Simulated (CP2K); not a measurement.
Band structure of ZnGa2Se4 (I-4, 7 atoms in the cell).

```
CELL_PARAMETERS angstrom
      6.62968     0.00000     0.00000
      2.11881     6.28198     0.00000
     -4.37425    -3.14099     3.86689
ATOMIC_POSITIONS crystal
  Zn 0.50000 0.50000 0.00000
  Ga 0.25000 0.75000 0.50000
  Ga 0.00000 0.00000 0.00000
  Se 0.63213 0.12506 0.02155
  Se 0.87494 0.89649 0.50707
  Se 0.10351 0.61058 0.97845
  Se 0.38942 0.36787 0.49293
```

Computed with PBEsol, GPW, DZVP-MOLOPT-SR-GTH basis, GTH-PBE potentials (GTH_POTENTIALS) in CP2K.

Settings: CUTOFF = 600 Ry; REL_CUTOFF = 60 Ry; SMEAR/METHOD = FERMI_DIRAC; ELECTRONIC_TEMPERATURE = 580.23 K; KPOINTS/SCHEME = MONKHORST-PACK 3 3 3; XC_FUNCTIONAL = PBE:PBESOL; Zn/BASIS_SET = DZVP-MOLOPT-SR-GTH; Zn/POTENTIAL = GTH-PBE-q12; Ga/BASIS_SET = DZVP-MOLOPT-SR-GTH; Ga/POTENTIAL = GTH-PBE-q13; Se/BASIS_SET = DZVP-MOLOPT-SR-GTH; Se/POTENTIAL = GTH-PBE-q6; METHOD = GPW; EPS_DEFAULT = 1e-10.

The starting cell comes from a database of computed structures (which also holds hypothetical and non-ambient phases and stackings), without a prior relaxation at this level. Its lattice was rescaled by a random factor within 2.5 % of one. Values carry the incompleteness of an atom-centred basis. The potentials were made for another functional than the one used.

### Question
Predict the gap along the standard path and the places of the band edges.

### Answer
The gap along the path is 1.57 eV, direct at Γ to within 0.01 eV.

Levels in eV from the top of the valence band on the SCF mesh, bands 28 to 32:
| point | 28 | 29 | 30 | 31 | 32 |
|---|---|---|---|---|---|
| Γ | -2.14 | -0.06 | 0.00 | 0.00 | 1.57 |
| X | -1.18 | -0.64 | -0.61 | -0.39 | 2.00 |
| Y | -1.26 | -0.85 | -0.71 | -0.62 | 2.34 |
| S | -1.81 | -1.66 | -0.85 | -0.55 | 2.81 |
| Z | -1.63 | -1.63 | -0.96 | -0.96 | 2.38 |
| S1 | -1.81 | -1.66 | -0.85 | -0.55 | 2.81 |
| N | -1.87 | -1.42 | -1.17 | -0.61 | 3.46 |
| P | -1.15 | -1.14 | -0.60 | -0.53 | 2.70 |
| Y1 | -1.26 | -0.85 | -0.71 | -0.62 | 2.34 |

Higher empty bands are left out: an atom-centred basis made for the valence describes them poorly.
